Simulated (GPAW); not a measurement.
GPAW run on Sr2SeS (R-3m, 4 atoms in the cell): self-consistent single point.

Method: PBEsol, GPAW PAW datasets PBEsol (made by gpaw-setup) (plane waves; GPAW).

The change in words: lattice scaled by 0.98. Reference geometry:
```yaml
crystal:
  lattice:
    - [2.20603, 1.27365, 7.21334]
    - [-2.20603, 1.27365, 7.21334]
    - [0.00000, -2.54731, 7.21334]
  atoms:
    - { symbol: Sr, position: [0.24718, 0.24718, 0.24718] }
    - { symbol: Sr, position: [0.75282, 0.75282, 0.75282] }
    - { symbol: Se, position: [0.00000, 0.00000, 0.00000] }
    - { symbol: S, position: [0.50000, 0.50000, 0.50000] }
```

Reference input (self-consistent single point, DFT PBEsol, plane waves, GPAW PAW datasets PBEsol (made by gpaw-setup)): mode = pw; ecut = 550 eV; xc = PBEsol; kpts = 5 5 5; mesh shift (steps) = 0 0 0; occupations.name = fermi-dirac; occupations.width = 0.05 eV; nbands = -8; convergence.forces = 0.001 eV/Å; convergence.bands = -6; symmetry.symmorphic = false; symmetry.tolerance = 0.0005. This run's input differs from it in these lines:

```diff
@@ -5,5 +5,5 @@
 atoms = Atoms(['Sr', 'Sr', 'Se', 'S'],
-              cell=[[2.206035, 1.273655, 7.213337],
-                    [-2.206035, 1.273655, 7.213337],
-                    [0.000000, -2.547310, 7.213337]],
+              cell=[[2.161914, 1.248182, 7.069070],
+                    [-2.161914, 1.248182, 7.069070],
+                    [0.000000, -2.496364, 7.069070]],
               scaled_positions=[[0.247180, 0.247180, 0.247180],
```

Output (repeated stretches shortened):

```
     iter     time        total  log10-change:
                         energy   eigst   dens  force
iter:   1 --:--:--   -20.767979   +0.51
iter:   2 --:--:--   -20.718593   +0.03  -1.14
iter:   3 --:--:--   -20.408260   -0.31  -1.18
iter:   4 --:--:--   -20.409768   -0.73  -1.46
iter:   5 --:--:--   -20.483827   -1.03  -1.50
iter:   6 --:--:--   -20.435211   -1.71  -1.87
iter:   7 --:--:--   -20.434879   -2.19  -2.48
iter:   8 --:--:--   -20.432673c  -3.00  -2.53
iter:   9 --:--:--   -20.432702c  -3.59  -3.15
iter:  10 --:--:--   -20.432705c  -4.19  -3.32
iter:  11 --:--:--   -20.432703c  -4.65  -3.60
iter:  12 --:--:--   -20.432705c  -5.06  -3.88
iter:  13 --:--:--   -20.432698c  -5.44  -3.61
iter:  14 --:--:--   -20.432697c  -6.02  -3.93
iter:  15 --:--:--   -20.432696c  -6.47  -4.59c
iter:  16 --:--:--   -20.432696c  -6.96  -4.47c
iter:  17 --:--:--   -20.432696c  -7.34  -4.99c
iter:  18 --:--:--   -20.432696c  -7.82c -5.09c
iter:  19 --:--:--   -20.432696c  -8.32c -5.19c -4.37c
Converged after 19 iterations.

Dipole moment: (0.000000, -0.000000, 0.000000) |e|*Ang

Energy contributions relative to reference atoms: (reference = -249787.702225)

Kinetic:        +21.111089
Potential:      -17.958658
External:        +0.000000
XC:             -23.081434
Entropy (-ST):   -0.000000
Local:           -0.503693
SIC:             +0.000000
--------------------------
Free energy:    -20.432696
Extrapolated:   -20.432696

Showing only first 2 kpts
 Kpt  Band  Eigenvalues  Occupancy
  0    14      4.14219    2.00000
  0    15      4.14219    2.00000
  0    16      7.24918    0.00000
  0    17      8.22648    0.00000

  1    14      3.20919    2.00000
  1    15      3.40497    2.00000
  1    16      8.49876    0.00000
  1    17      8.68605    0.00000

Fermi level: 5.21989

Gap: 2.282 eV
Transition (v -> c):
   [... lines left out ...]
Direct gap: 2.789 eV
   [... lines left out ...]
Energy (eV): -20.432696

Forces in eV/Ang:
  0 Sr    0.00000   -0.00000    0.00136
  1 Sr    0.00000    0.00000   -0.00136
  2 Se    0.00000   -0.00000    0.00000
  3 S     0.00000    0.00000   -0.00000

Stress tensor:
     0.003754     0.000000     0.000000
     0.000000     0.003754     0.000000
     0.000000     0.000000     0.003868
Stress (GPa, Voigt): [0.6014 0.6014 0.6198 0.     0.     0.    ]
```

The run converged in 19 iterations. GPAW prints stress with tension positive. Against the reference run the free energy goes down by 20.6 meV/atom, the pressure goes from -3.08 to -0.61 GPa, the largest force goes from 0.016 to 0.001 eV/Å and the gap on the mesh goes from 2.396 to 2.282 eV.

The starting cell comes from a database of computed structures (which also holds hypothetical and non-ambient phases and stackings), without a prior relaxation at this level. Its lattice was rescaled by a random factor within 2.5 % of one. For this run, on top of that: lattice scaled by 0.98.

Cost on one core of a shared machine: roughly 4 min.
